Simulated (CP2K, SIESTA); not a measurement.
A CP2K input for a self-consistent single point of MnO (Fm-3m, 4 atoms in the cell) (DFT PBE, GPW, DZVP-MOLOPT-SR-GTH basis, GTH-PBE potentials (GTH_POTENTIALS)):

```
&GLOBAL
  PROJECT bulk
  RUN_TYPE ENERGY_FORCE
  PRINT_LEVEL LOW
&END GLOBAL
&FORCE_EVAL
  METHOD Quickstep
  STRESS_TENSOR ANALYTICAL
  &DFT
    BASIS_SET_FILE_NAME BASIS_MOLOPT
    POTENTIAL_FILE_NAME GTH_POTENTIALS
    UKS T
    MULTIPLICITY 1
    &QS
      METHOD GPW
      EPS_DEFAULT 1E-10
    &END QS
    &MGRID
      CUTOFF 600
      REL_CUTOFF 40
      NGRIDS 5
    &END MGRID
    &SCF
      SCF_GUESS ATOMIC
      EPS_SCF 1E-7
      MAX_SCF 100
      ADDED_MOS 8 8
      &DIAGONALIZATION
        ALGORITHM STANDARD
      &END DIAGONALIZATION
      &MIXING
        METHOD BROYDEN_MIXING
        ALPHA 0.2
        NBUFFER 8
        BETA 1
      &END MIXING
      &SMEAR ON
        METHOD FERMI_DIRAC
        ELECTRONIC_TEMPERATURE [K] 580.23
      &END SMEAR
    &END SCF
    &KPOINTS
      SCHEME MONKHORST-PACK 5 5 5
    &END KPOINTS
    &XC
      &XC_FUNCTIONAL PBE
      &END XC_FUNCTIONAL
    &END XC
    &PRINT
      &MO
        EIGENVALUES T
        OCCUPATION_NUMBERS T
        NDIGITS 8
        FILENAME mo
        &EACH
          QS_SCF 0
        &END EACH
        ADD_LAST NUMERIC
      &END MO
      &MULLIKEN ON
      &END MULLIKEN
    &END PRINT
  &END DFT
  &SUBSYS
    &CELL
      A 5.37760500 0.00000000 0.00000000
      B 4.48133700 2.97258300 0.00000000
      C 4.48133700 1.35117400 2.64775000
      PERIODIC XYZ
    &END CELL
    &COORD
      Mn1      0.00000000     0.00000000     0.00000000
      Mn2      7.17013950     2.16187850     1.32387500
      O        3.58506975     1.08093925     0.66193750
      O       10.75520925     3.24281775     1.98581250
    &END COORD
    &KIND Mn1
      ELEMENT Mn
      BASIS_SET DZVP-MOLOPT-SR-GTH-q15
      POTENTIAL GTH-PBE-q15
      MAGNETIZATION 5
    &END KIND
    &KIND Mn2
      ELEMENT Mn
      BASIS_SET DZVP-MOLOPT-SR-GTH-q15
      POTENTIAL GTH-PBE-q15
      MAGNETIZATION -5
    &END KIND
    &KIND O
      BASIS_SET DZVP-MOLOPT-SR-GTH-q6
      POTENTIAL GTH-PBE-q6
    &END KIND
  &END SUBSYS
  &PRINT
    &FORCES ON
    &END FORCES
    &STRESS_TENSOR ON
    &END STRESS_TENSOR
  &END PRINT
&END FORCE_EVAL
```

Translate this input to SIESTA.

This is the input that was run; spellings and numerical settings could be chosen otherwise.

```
# files in the folder: Mn.psml O.psml (PseudoDojo PBE standard)
SystemName  MnO
SystemLabel MnO

NumberOfAtoms                4
NumberOfSpecies              2
%block ChemicalSpeciesLabel
  1 25 Mn
  2 8 O
%endblock ChemicalSpeciesLabel
LatticeConstant              1.0 Ang
%block LatticeVectors
     4.390796000    2.195398000    2.195398000
     2.195398000    4.390796000    2.195398000
     2.195398000    2.195398000    4.390796000
%endblock LatticeVectors
AtomicCoordinatesFormat      Ang
%block AtomicCoordinatesAndAtomicSpecies
     0.000000000    0.000000000    0.000000000  1
     4.390796000    4.390796000    4.390796000  1
     2.195398000    2.195398000    2.195398000  2
     6.586194000    6.586194000    6.586194000  2
%endblock AtomicCoordinatesAndAtomicSpecies

XC.functional                GGA
XC.authors                   PBE
PAO.BasisSize                TZP
PAO.EnergyShift              0.01 Ry
MeshCutoff                   350 Ry
%block kgrid.MonkhorstPack
    5   0   0  0.0
    0   5   0  0.0
    0   0   5  0.0
%endblock kgrid.MonkhorstPack
OccupationFunction           FD
ElectronicTemperature        0.05 eV
Spin                         polarized
%block DM.InitSpin
  1 +5.00
  2 -5.00
  3 +0.00
  4 +0.00
%endblock DM.InitSpin

MaxSCFIterations             150
SCF.Mixer.Method             Pulay
SCF.Mixer.Weight             0.1
SCF.Mixer.History            8
SCF.DM.Tolerance             1.0E-04
Diag.ParallelOverK           true
WriteForces                  true
Charge.Mulliken              end
```

Basis, cutoffs, solver keys and any potentials are the target program's own. This input uses DFT, GGA PBE, numerical atomic orbitals TZP, PseudoDojo PBE standard norm-conserving potentials (rewritten from UPF to PSML).

The starting cell has typed, rounded lattice constants, without a prior relaxation at this level. Its lattice was rescaled by a random factor within 2.5 % of one. For this run, on top of that: lattice scaled by 0.98.
